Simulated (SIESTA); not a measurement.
SIESTA run on Cu3Rh (P6_3/mmc, 8 atoms in the cell): self-consistent single point.

Level of theory: GGA PBEsol, numerical atomic orbitals TZP, PseudoDojo PBEsol standard norm-conserving potentials (rewritten from UPF to PSML) in SIESTA 5.4.2.

The change in words: lattice scaled by 0.98. Reference geometry:
```xyz
8
Lattice="5.2648 0.0000 0.0000 -2.6324 4.5595 0.0000 0.0000 0.0000 4.2546" Properties=species:S:1:pos:R:3 pbc="T T T"
Cu     1.2945     0.7474     3.1909
Cu     1.3379     3.8121     1.0636
Cu     0.0000     1.4948     1.0636
Cu     2.6324     3.0647     3.1909
Cu     3.9703     0.7474     3.1909
Cu    -1.3379     3.8121     1.0636
Rh     2.6324     1.5198     1.0636
Rh     0.0000     3.0396     3.1909
```

Reference input (self-consistent single point, DFT, GGA PBEsol, numerical atomic orbitals TZP, PseudoDojo PBEsol standard norm-conserving potentials (rewritten from UPF to PSML)): XC.functional = GGA; XC.authors = PBEsol; potentials = PseudoDojo PBEsol standard; PAO.BasisSize = TZP; PAO.EnergyShift = 0.005 Ry; MeshCutoff = 300 Ry; kgrid.MonkhorstPack = 5 5 5; OccupationFunction = MP; OccupationMPOrder = 0; ElectronicTemperature = 0.05 eV; MaxSCFIterations = 150; SCF.Mixer.Method = Broyden. This run's input differs from it in these lines:

```diff
@@ -10,7 +10,7 @@
 %endblock ChemicalSpeciesLabel
-LatticeConstant              5.264809 Ang
+LatticeConstant              5.159513 Ang
 %block LatticeVectors
      1.000000000    0.000000000    0.000000000
-    -0.499999905    0.866025339    0.000000000
-     0.000000000    0.000000000    0.808111367
+    -0.499999903    0.866025340    0.000000000
+     0.000000000    0.000000000    0.808111347
 %endblock LatticeVectors
@@ -18,10 +18,10 @@
 %block AtomicCoordinatesAndAtomicSpecies
-     0.245880016    0.141958874    0.606083526  1
-     0.254120079    0.724066466    0.202027842  1
-     0.000000031    0.283917747    0.202027842  1
-     0.500000064    0.582107592    0.606083526  1
-     0.754120016    0.141958874    0.606083526  1
-    -0.254119921    0.724066466    0.202027842  1
-     0.500000532    0.288674824    0.202027842  2
-    -0.000000437    0.577350515    0.606083526  2
+     0.245880016    0.141958874    0.606083510  1
+     0.254120081    0.724066466    0.202027837  1
+     0.000000032    0.283917747    0.202027837  1
+     0.500000065    0.582107593    0.606083510  1
+     0.754120016    0.141958874    0.606083510  1
+    -0.254119919    0.724066466    0.202027837  1
+     0.500000532    0.288674825    0.202027837  2
+    -0.000000435    0.577350515    0.606083510  2
 %endblock AtomicCoordinatesAndAtomicSpecies
```

Output (repeated stretches shortened):

```
        iscf     Eharris(eV)        E_KS(eV)     FreeEng(eV)     dDmax    Ef(eV) dHmax(eV)
   scf:    1   -36815.837560   -37155.580865   -37155.608190  2.341145  0.858149 33.952076
   scf:    2   -37341.876525   -37283.378801   -37283.391497  0.554871 -0.803365 13.157982
   scf:    3   -37308.690287   -37298.739779   -37298.745669  0.355076 -1.606916  7.738283
   scf:    4   -37305.166966   -37305.625663   -37305.633304  0.559991 -3.110143  2.865921
   scf:    5   -37306.061391   -37306.220069   -37306.227122  0.123133 -2.850574  0.848767
   [... 4 lines left out ...]
   scf:   10   -37306.252737   -37306.254710   -37306.261914  0.003305 -2.980405  0.091726
   scf:   11   -37306.255829   -37306.255437   -37306.262667  0.001893 -2.982594  0.029993
   scf:   12   -37306.255513   -37306.255510   -37306.262753  0.000964 -2.984010  0.001138
   scf:   13   -37306.255511   -37306.255511   -37306.262753  0.000084 -2.984121  0.000727
SCF Convergence by DM+H criterion
max |DM_out - DM_in|         :     0.0000840570
max |H_out - H_in|      (eV) :     0.0007266424
SCF cycle converged after 13 iterations

Using DM_out to compute the final energy and forces

siesta: E_KS(eV) =           -37306.2555

siesta: E_KS - E_eggbox =    -37306.2555

siesta: Atomic forces (eV/Ang):
     1    0.012571    0.007450    0.000000
     2   -0.012571   -0.007450   -0.000000
     3    0.000166    0.014612   -0.000000
     4   -0.000166   -0.014612    0.000000
     5   -0.012687    0.007326    0.000000
     6    0.012687   -0.007326   -0.000000
     7   -0.000073    0.000041    0.000000
     8    0.000073   -0.000041   -0.000000
   Tot   -0.000000    0.000000    0.000000
   Max    0.014612
   Res    0.007313    sqrt( Sum f_i^2 / 3N )
   Max    0.014612    constrained

   [... lines left out ...]
siesta: FreeEng =    -37306.262753
   [... lines left out ...]
siesta:     0.011750    0.000489    0.000000
siesta:     0.000489    0.012314   -0.000000
siesta:     0.000000    0.000000    0.003978

siesta: Cell volume =         96.123137 Ang**3

siesta: Pressure (static):
siesta:                Solid            Molecule  Units
siesta:          -0.00010180         -0.00009674  Ry/Bohr**3
siesta:          -0.00934728         -0.00888236  eV/Ang**3
siesta:         -14.97598568        -14.23111292  kBar
```

The run converged in 13 iterations. Against the reference run the free energy drops by 31.6 meV/atom, the pressure goes from -11.33 to -1.50 GPa and the largest force goes from 0.079 to 0.015 eV/Å.

The starting cell comes from a database of computed structures (which also holds hypothetical and non-ambient phases and stackings), without a prior relaxation at this level. Its lattice was rescaled by a random factor within 2.5 % of one. For this run, on top of that: lattice scaled by 0.98. Spin polarisation is off. Values carry the incompleteness of an atom-centred basis.

Cost on one core of a shared machine: roughly 80 s.
